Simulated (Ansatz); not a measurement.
## Be, pressure series

Take Be in the hcp (Mg type) structure (space group P6_3/mmc, No. 194; a = 2.257 Å, c = 3.553 Å) as the base.

Cell and atoms are relaxed at each pressure.

Calculations: PBEsol/PAW in Ansatz (a first-principles code), no spin-orbit coupling.

Two rows of this table had their results exchanged by mistake.

```tsv
pressure	volume per atom (Å³)	shortest distance (Å)	band gap
pressure −2 GPa	7.97	2.215	zero
pressure −1 GPa	7.08	2.132	zero
pressure 0.9 GPa	7.78	2.198	zero
pressure 2.1 GPa	7.71	2.192	zero
pressure 4.5 GPa	7.57	2.179	zero
pressure 9 GPa	7.34	2.158	zero
pressure 15 GPa	7.90	2.209	zero
pressure 22.5 GPa	6.79	2.104	zero
pressure 30 GPa	6.55	2.080	zero
```

**Question.** Which two?

**Answer.** The rows for pressure −1 GPa and pressure 15 GPa: the volume has to fall steadily with pressure, so 7.90 Å³ belongs to pressure −1 GPa and 7.08 Å³ to pressure 15 GPa.

Load acts through the strain it causes; cell and atoms are relaxed under it. Stability against distortions was not tested. Competing high-pressure phases were not computed.
